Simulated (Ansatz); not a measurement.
# TaN, pressure series

The parent structure is TaN in the rock salt structure (space group Fm-3m, No. 225).

```
TaN
1.0
    0.00000     2.19815     2.19815
    2.19815     0.00000     2.19815
    2.19815     2.19815     0.00000
N Ta
1 1
Cartesian
  0.00000   0.00000   0.00000
  2.19815   2.19815   2.19815
```

Cell and atoms are relaxed at each pressure.

The values are results of r2SCAN, PAW, 500 eV (Ansatz, an electronic-structure program; spin-orbit coupling left out), not measurements.

Notes on the quantities. enthalpy: H = E + PV relative to the base's energy.

| case | shortest interatomic distance | density | enthalpy |
|---|---|---|---|
| base | 2.198 Å | 15.24 g/cm³ | – |
| pressure −2 GPa | 2.202 Å | 15.15 g/cm³ | -0.13 eV/atom |
| pressure −1 GPa | 2.200 Å | 15.20 g/cm³ | -0.07 eV/atom |
| pressure 1.8 GPa | 2.194 Å | 15.32 g/cm³ | +0.12 eV/atom |
| pressure 4.2 GPa | 2.190 Å | 15.42 g/cm³ | +0.28 eV/atom |
| pressure 9 GPa | 2.180 Å | 15.61 g/cm³ | +0.59 eV/atom |
| pressure 18 GPa | 2.165 Å | 15.96 g/cm³ | +1.17 eV/atom |
| pressure 30 GPa | 2.145 Å | 16.39 g/cm³ | +1.91 eV/atom |
| pressure 45 GPa | ___ | ___ | +2.83 eV/atom |
| pressure 60 GPa | 2.106 Å | 17.34 g/cm³ | +3.71 eV/atom |

Question: Complete the table.

Answer: 
- pressure 45 GPa, shortest interatomic distance: 2.124 Å
- pressure 45 GPa, density: 16.88 g/cm³

Load acts through the strain it causes; cell and atoms are relaxed under it. Stability against distortions was not tested. No other phases were tried under pressure. All final runs are without spin polarisation. This is not the structure that TaN has at room temperature and ambient pressure.
